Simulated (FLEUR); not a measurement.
A working FLEUR input for NdRh3C (Pm-3m, 5 atoms in the cell) (DFT, LDA (Perdew-Zunger), all-electron FLAPW (FLEUR), scalar-relativistic valence):

```xml
# input of inpgen
NdRh3C
&input film=f /
1.0000000000 0.0000000000 0.0000000000
0.0000000000 1.0000000000 0.0000000000
0.0000000000 0.0000000000 1.0000000000
7.9498888337
1.0 1.0 1.0

5
60 0.0000000000 0.0000000000 0.0000000000 : 3.00
45 0.0000000000 0.5000000000 0.5000000000 : 0.00
45 0.5000000000 0.0000000000 0.5000000000 : 0.00
45 0.5000000000 0.5000000000 0.0000000000 : 0.00
6 0.5000000000 0.5000000000 0.5000000000 : 0.00

&comp jspins=2 /
&exco xctyp='pz' /
&kpt div1=3 div2=3 div3=3 /
&end /
# inp.xml
<?xml version="1.0" encoding="UTF-8" standalone="no"?>
<fleurInput fleurInputVersion="0.39">
   <comment>
      NdRh3C                                                                                              
   </comment>
   <calculationSetup>
      <cutoffs Kmax="4.5" Gmax="18.0" GmaxXC="18.0" numbands="0"/>
      <scfLoop itmax="100" minDistance="0.00001" maxIterBroyd="15" imix="Anderson" alpha="0.05" precondParam="0.0" spinf="2.0"/>
      <coreElectrons ctail="T" frcor="F" kcrel="0" coretail_lmax="0"/>
      <xcFunctional name="pz" relativisticCorrections="F"/>
      <magnetism jspins="2"/>
      <soc l_soc="F" theta="0.0" phi="0.0" spav="F"/>
      <expertModes spex="0" secvar="F"/>
      <geometryOptimization l_f="T" forcealpha="1.0" forcemix="BFGS" epsdisp="0.00001" epsforce="0.00001"/>
      <ldaU l_linMix="F" mixParam="0.05" spinf="1.0"/>
   </calculationSetup>
   <cell>
      <bzIntegration valenceElectrons="63.0" mode="hist" fermiSmearingEnergy="0.00183747">
         <kPointListSelection listName="default-1"/>
         <!-- k-points included here -->
         <xi:include xmlns:xi="http://www.w3.org/2001/XInclude" href="kpts.xml"> </xi:include>
      </bzIntegration>
      <!-- symmetry operations included here -->
      <xi:include xmlns:xi="http://www.w3.org/2001/XInclude" href="sym.xml"> </xi:include>
      <bulkLattice scale="1.0">
         <bravaisMatrix>
            <row-1>    7.9498888337000002     0.0000000000000000     0.0000000000000000</row-1>
            <row-2>    0.0000000000000000     7.9498888337000002     0.0000000000000000</row-2>
            <row-3>    0.0000000000000000     0.0000000000000000     7.9498888337000002</row-3>
         </bravaisMatrix>
      </bulkLattice>
   </cell>
   <atomSpecies>
      <species name="Neodymium 3.000" element="Nd" atomicNumber="60">
         <mtSphere radius="2.68" gridPoints="925" logIncrement="0.014"/>
         <atomicCutoffs lmax="10" lnonsphr="8"/>
         <electronConfig flipSpins="F">
            <coreConfig>(1s1/2) (2s1/2) (2p1/2) (2p3/2) (3s1/2) (3p1/2) (3p3/2) (4s1/2) (3d3/2) (3d5/2) (4p1/2) (4p3/2) (4d3/2) (4d5/2)</coreConfig>
            <valenceConfig>(5s1/2) (5p1/2) (5p3/2) (6s1/2) (4f5/2) (4f7/2)</valenceConfig>
            <stateOccupation state="(4f5/2)" spinUp="1.2142857142857" spinDown="0.5"/>
            <stateOccupation state="(4f7/2)" spinUp="2.2857142857143" spinDown="0.0"/>
         </electronConfig>
         <energyParameters s="6" p="6" d="5" f="4"/>
         <lo type="SCLO" l="0" n="5" eDeriv="0"/>
         <lo type="SCLO" l="1" n="5" eDeriv="0"/>
      </species>
      <species name="Rhodium (Rh)" element="Rh" atomicNumber="45">
         <mtSphere radius="2.38" gridPoints="819" logIncrement="0.016"/>
         <atomicCutoffs lmax="10" lnonsphr="8"/>
         <electronConfig flipSpins="F">
            <coreConfig>(1s1/2) (2s1/2) (2p1/2) (2p3/2) (3s1/2) (3p1/2) (3p3/2) (4s1/2) (3d3/2) (3d5/2)</coreConfig>
            <valenceConfig>(4p1/2) (4p3/2) (5s1/2) (4d3/2) (4d5/2)</valenceConfig>
            <stateOccupation state="(5s1/2)" spinUp="0.5" spinDown="0.5"/>
            <stateOccupation state="(4d3/2)" spinUp="1.6" spinDown="1.6"/>
            <stateOccupation state="(4d5/2)" spinUp="2.4" spinDown="2.4"/>
         </electronConfig>
         <energyParameters s="5" p="5" d="4" f="4"/>
         <lo type="SCLO" l="1" n="4" eDeriv="0"/>
      </species>
      <species name="Carbon (C)" element="C" atomicNumber="6">
         <mtSphere radius="1.34" gridPoints="463" logIncrement="0.022"/>
         <atomicCutoffs lmax="6" lnonsphr="4"/>
         <electronConfig flipSpins="F">
            <coreConfig>(1s1/2)</coreConfig>
            <valenceConfig>(2s1/2) (2p1/2) (2p3/2)</valenceConfig>
            <stateOccupation state="(2p1/2)" spinUp="0.3333333333" spinDown="0.3333333333"/>
            <stateOccupation state="(2p3/2)" spinUp="0.6666666667" spinDown="0.6666666667"/>
         </electronConfig>
         <energyParameters s="2" p="2" d="3" f="4"/>
      </species>
   </atomSpecies>
   <atomGroups>
      <atomGroup species="Neodymium 3.000">
         <relPos label="                   1">.0000000000 .0000000000 .0000000000</relPos>
         <force calculate="T" relaxXYZ="TTT"/>
      </atomGroup>
      <atomGroup species="Rhodium (Rh)">
         <relPos label="                   2">.0000000000 1.000/2.000 1.000/2.000</relPos>
         <relPos label="                   3">1.000/2.000 .0000000000 1.000/2.000</relPos>
         <relPos label="                   4">1.000/2.000 1.000/2.000 .0000000000</relPos>
         <force calculate="T" relaxXYZ="TTT"/>
      </atomGroup>
      <atomGroup species="Carbon (C)">
         <relPos label="                   5">1.000/2.000 1.000/2.000 1.000/2.000</relPos>
         <force calculate="T" relaxXYZ="TTT"/>
      </atomGroup>
   </atomGroups>
   <output dos="F" band="F" slice="F">
      <checks vchk="F" cdinf="F"/>
      <bandDOS minEnergy="-.5*Htr" maxEnergy="0.5*Htr" sigma="0.015" storeEVData="T"/>
      <vacuumDOS vacdos="F" integ="F" star="F" nstars="0" locx1="0.0" locy1="0.0" locx2="0.0" locy2="0.0" nstm="0" tworkf="0.0"/>
      <unfoldingBand unfoldBand="F" supercellX="1" supercellY="1" supercellZ="1"/>
      <plotting iplot="0" polar="F">
         <plot TwoD="T" vec1="  1.0  0.0  0.0" vec2="  0.0  1.0  0.0" vec3="  0.0  0.0  1.0" zero="  0.0  0.0  0.0" file="plot"/>
      </plotting>
      <chargeDensitySlicing numkpt="0" minEigenval="0.0" maxEigenval="0.0" nnne="0" pallst="F"/>
      <specialOutput eonly="F"/>
      <magneticCircularDichroism mcd="F" energyLo="-10.0" energyUp="0.0"/>
   </output>
  <!-- We include the file relax.xml here to enable relaxations (see documentation) -->
  <xi:include xmlns:xi="http://www.w3.org/2001/XInclude" href="relax.xml"> <xi:fallback/> </xi:include>
</fleurInput>
```

The run converged in 68 iterations: free energy E − TS -653159.4729 eV; Fermi level (on the code's own zero) 14.05 eV; size of the cell's spin moment 2.88 μB; site moments (μB, in the program's spheres or projections) Nd 3.04, Rh -0.08, Rh -0.08, Rh -0.08, C 0.01. Each of these slips is then made, one at a time:

(1)
```diff
-         <energyParameters s="6" p="6" d="5" f="4"/>
+         <energyParameters s="6" p="7" d="5" f="4"/>
-         <energyParameters s="5" p="5" d="4" f="4"/>
+         <energyParameters s="5" p="6" d="4" f="4"/>
-         <energyParameters s="2" p="2" d="3" f="4"/>
+         <energyParameters s="2" p="3" d="3" f="4"/>
```

(2)
```diff
-         <atomicCutoffs lmax="10" lnonsphr="8"/>
+         <atomicCutoffs lmax="10" lnonsphr="14"/>
-         <atomicCutoffs lmax="10" lnonsphr="8"/>
+         <atomicCutoffs lmax="10" lnonsphr="14"/>
-         <atomicCutoffs lmax="6" lnonsphr="4"/>
+         <atomicCutoffs lmax="6" lnonsphr="14"/>
```

Question: Predict the outcome of each change.

Answer: 
(1) An energy parameter on the wrong branch. The run converged in 65 iterations, and against the sound input the free energy is nearly the same (within 1 meV/atom) and the size of the net moment stays at 0.58 μB/atom.

(2) A non-spherical cutoff above the angular cutoff of the basis. The program stopped before any SCF iteration.
```
Error message: lnonsph cannot be larger than lmax
Error from PE:0/1
```

The starting cell comes from a database of computed structures (which also holds hypothetical and non-ambient phases and stackings), without a prior relaxation at this level. Spin-orbit coupling is off. With one magnetic atom in the cell only a parallel order is possible. With U or open f shells several self-consistent states can exist. The f electrons are in the valence without U or exact exchange, which can misplace them near the Fermi level. Spin-orbit terms, which matter for f shells, are left out. Values depend on the basis (sphere radii, cutoffs, local orbitals), which need not be converged.

Left out of this page: 3 runs of the series outside the window shown, repeating another row's setting, or not comparable.
